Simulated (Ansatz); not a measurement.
## OsN₂ (P6/mmm): band-structure transport figures

Given:

```
CELL_PARAMETERS angstrom
      2.78610     0.00000     0.00000
     -1.39305     2.41283     0.00000
      0.00000     0.00000     4.91598
ATOMIC_POSITIONS crystal
  Os 0.00000 0.00000 0.00000
  N  0.00000 0.00000 0.38335
  N  0.00000 0.00000 0.61665
```

These are PBEsol with spin-orbit coupling, rigid bands (plane waves, PAW; Ansatz, a program for electronic structure) values and carry that method's errors. Condition of this run: spin-orbit coupling switched on. Cell: cell and atoms relaxed with PBEsol.

```json
{
  "density of states at the Fermi level": "1.04 states/(eV·cell), both spins",
  "bare Sommerfeld coefficient": "0.81 mJ/(mol of atoms·K²)",
  "drude_plasma_energy": "6.3 (x), 6.3 (y), 7.6 (z) eV",
  "root-mean-square Fermi velocity": "7.5e5 m/s",
  "resistivity times τ": "12.4 (x), 12.4 (y), 8.4 (z) ×10⁻²² Ω·m·s"
}
```

A metal at this level (no band gap); rigid bands, thermally averaged at 300 K, both spins. τ is one relaxation time for all states.

Computed structure with no diffraction record at hand here (it may be known, metastable or hypothetical): OsN2 (P6/mmm).
